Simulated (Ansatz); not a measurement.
**Worked example: self-consistent single point of BaSr₃ (Pm-3m, 4 atoms in the cell) in Ansatz (a first-principles code)**

Method: PBE (plane waves, PAW; Ansatz).

The input file:

Ansatz 0.2 input:
```yaml
crystal:
  lattice:
    - [5.605905, 0.000000, 0.000000]
    - [0.000000, 5.605905, 0.000000]
    - [0.000000, 0.000000, 5.605905]
  atoms:
    - { symbol: Sr, position: [0.000000, 0.500000, 0.500000] }
    - { symbol: Sr, position: [0.500000, 0.500000, 0.000000] }
    - { symbol: Sr, position: [0.500000, 0.000000, 0.500000] }
    - { symbol: Ba, position: [0.000000, 0.000000, 0.000000] }
basis:
  ecutwfc: 420.0
kpoints:
  mp_grid: { grid: [4, 4, 4], shift: [0.5, 0.5, 0.5] }
hamiltonian:
  xc: pbe
  pseudopotentials: { kind: paw }
scf:
  occupations: { method: gaussian, width: 0.1 }
output:
  forces: true
  eigenvalues: true
  stress: true
```

The program printed (abridged):

```
WARN ansatz: RAYON_NUM_THREADS=1 ignored (pool sized by the plan → 1); use --threads N
Pseudopotentials: kind: paw
Pseudopotential: Sr, paw, valence charge 10
Pseudopotential: Ba, paw, valence charge 10
Crystal: 4 atoms, lattice volume = 176.172 Å³
Basis set: ecut = 420 eV, 3407 PW (Γ), exchange–correlation on 80×80×80 points (8 copies of the dense FFT grid, shifted against one another)
Bands: 24, of which v1, the nominal top of the filled ones, is band 20 counted from 1 (19 counted from 0)
Symmetry: 48 space group operations
Space group: Pm-3m (ITA 221), of the structure as read, at distance tolerance 5.6e-5 Å
k-points: 4 of 64
Initial density: superposition of atomic densities (neutral atoms: chi_scale 0, normalization atom), corrected by the library's trained network
Initial wavefunctions: pseudopotential atomic-orbital guess
Eigensolver: davidson
Functional: x = pbe(κ = 0.804, μ = 0.2195149727645171), c = pbe(β = 0.06672455060314922)
SCF iter   1: F=—  HF=-16581.559096 eV  |F-HF|=—  |Δ(HF+E_count)|=         —  Δρ=1.80e-3  dr2=7.92e-3  ethr=1.77e-3  ⟨swp⟩=8.8  Hψ=509  notcnv=0
all-band conjugate gradients solve this SCF's bands
preconditioner: auto → Resta (q_TF=auto, 2.131 Å⁻¹)
SCF iter   2: F=—  HF=-16581.559911 eV  |F-HF|=—  |Δ(HF+E_count)|=   8.15e-4  Δρ=1.10e-3  dr2=3.26e-3  ethr=1.98e-5  ⟨swp⟩=2.5  Hψ=185  notcnv=0
SCF iter   3: F=—  HF=-16581.560309 eV  |F-HF|=—  |Δ(HF+E_count)|=   3.98e-4  Δρ=2.84e-4  dr2=1.68e-4  ethr=8.14e-6  ⟨swp⟩=2.2  Hψ=134  notcnv=0
SCF iter   4: F=—  HF=-16581.560289 eV  |F-HF|=—  |Δ(HF+E_count)|=   1.99e-5  Δρ=1.37e-4  dr2=3.53e-5  ethr=4.20e-7  ⟨swp⟩=1.5  Hψ=131  notcnv=0
SCF iter   5: F=—  HF=-16581.560254 eV  |F-HF|=—  |Δ(HF+E_count)|=   3.47e-5  Δρ=1.72e-5  dr2=9.35e-7  ethr=8.82e-8  ⟨swp⟩=2.0  Hψ=113  notcnv=0
SCF iter   6: F=-16581.560254 eV  HF=-16581.560254 eV  |F-HF|=2.00e-9  |Δ(HF+E_count)|=   3.38e-8  Δρ=4.93e-6  dr2=3.30e-8  ethr=2.50e-10  ⟨swp⟩=8.2  Hψ=517  notcnv=0
SCF 1 converged in 6 iterations: F = -16581.560254 eV  dr2 = 3.30e-8
SCF converged after 6 iterations
Free energy (F): -16581.560254 eV
Harris-Foulkes:  -16581.560254 eV  (|F-HF|=2.00e-9)
Internal energy: -16581.529724 eV  (E = F + TS)
E sigma→0 (E₀):  -16581.544989 eV
Entropy (-TS):   -0.030530 eV (-7.633 meV/atom)
Fermi energy:    7.359875 eV
--- Per-component energies (eV) ---
  E_band       = -396.833321
  E_kinetic    = 900.803588
  E_local      = -2408.463750  (includes V_loc(G=0)·N_el)
  E_nonlocal   = 666.861301
  E_hartree    = 609.829608
  E_xc         = -684.841102
  E_vxc        = -617.714681  (∫ρ·V_xc dr)
  E_paw        = -13310.332020  (= ΣΔE_a)
  E_vpaw       = -157.978280  (= ΣTr[D̂ρ^β])
  E_aug_tail   = -0.000006  (compensation charges beyond the density's cutoff)
  E_ewald      = -2355.387344
  E_smearing   = -0.030530  (= −TS)
  E_closure    = -0.000000  (closes the sum)
  Σ components = -16581.560254   (vs F -16581.560254, Δ=0.00e0)
--- Forces (eV/Å), atoms counted from 1 ---
  atom   1  Sr    -0.00000000     0.00000000     0.00000000
   [... zero for the other atoms too ...]
  max |Σ_I F_I| component: 3.29e-30 eV/Å
--- Stress (GPa, compression-positive) ---
        4.421337      -0.000000       0.000000
       -0.000000       4.421337       0.000000
        0.000000       0.000000       4.421337
  P = ⅓ Tr σ = 4.4213 GPa (44.213 kbar)
  The stress holds the Pulay correction. Without it, at fixed plane waves, as pw.x and ABINIT print it: P = 4.4187 GPa
--- Band table (eV) ---
  k-point 0: bands = ["-28.7717", "-28.7382", "-28.7382", "-21.0250", "-10.9505", "-10.9165", "-10.9165", "-10.7838", "-10.7838", "-10.7559", "-10.7090", "-10.6653", "-10.6653", "-6.3026", "-6.2894", "-6.2894", "3.9744", "6.3615", "6.3615", [...]
  k-point 1: bands = ["-28.7635", "-28.7463", "-28.7381", "-21.0249", "-10.9267", "-10.8779", "-10.8604", "-10.8233", "-10.7983", "-10.7600", "-10.7418", "-10.6847", "-10.6821", "-6.3299", "-6.3018", "-6.2948", "4.7686", "5.9446", "6.9138", [...]
  k-point 2: bands = ["-28.7568", "-28.7473", "-28.7436", "-21.0246", "-10.9428", "-10.9031", "-10.8527", "-10.8414", "-10.7935", "-10.7612", "-10.7122", "-10.6955", "-10.6654", "-6.3223", "-6.3116", "-6.3020", "5.3968", "6.3908", "6.4837", [...]
  k-point 3: bands = ["-28.7530", "-28.7472", "-28.7472", "-21.0240", "-11.0022", "-10.9157", "-10.9157", "-10.9118", "-10.7069", "-10.7069", "-10.6882", "-10.6680", "-10.6680", "-6.3121", "-6.2995", "-6.2995", "5.6914", "6.1982", "6.1982", [...]
```

The run converged in 6 iterations.

The starting cell was generated: these elements placed on a structure prototype, without a prior relaxation; it need not be a known phase or ordering of this composition. With a pressure of about 4 GPa the cell is away from its equilibrium volume at this level. Ansatz's pressure includes its estimate of the finite-basis (Pulay) stress.
